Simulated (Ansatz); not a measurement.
# Effect of uniaxial stress, 5 GPa compression along x on hypothetical diamond Te

The parent structure is Te in the diamond structure (space group Fd-3m, No. 227; a = 7.061 Å; a hypothetical phase, not in the database extracts checked; relaxed with 0.1 eV smearing). Axes: x, y, z lie along the cube axes.

Modification: uniaxial stress, 5 GPa compression along x; all other stress components relax to zero.

The values are results of PBEsol (Ansatz, a quantum-chemistry and plane-wave program, PAW, scalar-relativistic without spin-orbit coupling), not measurements. Settings: 14×14×14 k-points, 0.1 eV Fermi–Dirac smearing.

| quantity | base | changed | shift |
|---|---|---|---|
| space group | Fd-3m (No. 227) | I4_1/amd (No. 141) | – |
| shortest interatomic distance | 305.7 pm | 297.7 pm | -8.0 pm |
| energy relative to the base (free energy F) | 0 meV/atom | -0.290 eV/atom | -0.290 eV/atom |
| band gap | zero | zero | – |
| strain response (xx, yy, zz) | – | (−57.83, +27.62, +27.62) % | – |

Beyond what the load breaks, stability against distortions was not tested. Under uniaxial stress, 5 GPa compression along x the cell changed shape so far that it is another structure.
